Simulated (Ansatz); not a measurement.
## TiC: isotropic strain −0.50 %

Start from TiC in the rock salt structure (space group Fm-3m, No. 225; a = 4.328 Å; relaxed with 0.1 eV smearing).

Now apply this change: every lattice vector is shortened by 0.50 %, atoms relaxed at fixed cell.

Calculations: r2SCAN (Ansatz, a quantum-chemistry and plane-wave program, PAW, no spin-orbit coupling). k-mesh 23×23×23 (Γ-centred); smearing 0.1 eV (Fermi–Dirac).

The volume per atom falls by 0.15 Å³ to 9.98 Å³ and the space group is still Fm-3m (No. 225). The shortest interatomic distance shrinks by 0.011 Å to 2.153 Å and the energy increases by 1.9 meV/atom. The pressure goes from zero to 4.1 GPa and the band gap remains zero.

Whether these cells are dynamically stable was not tested. All final runs are without spin polarisation.
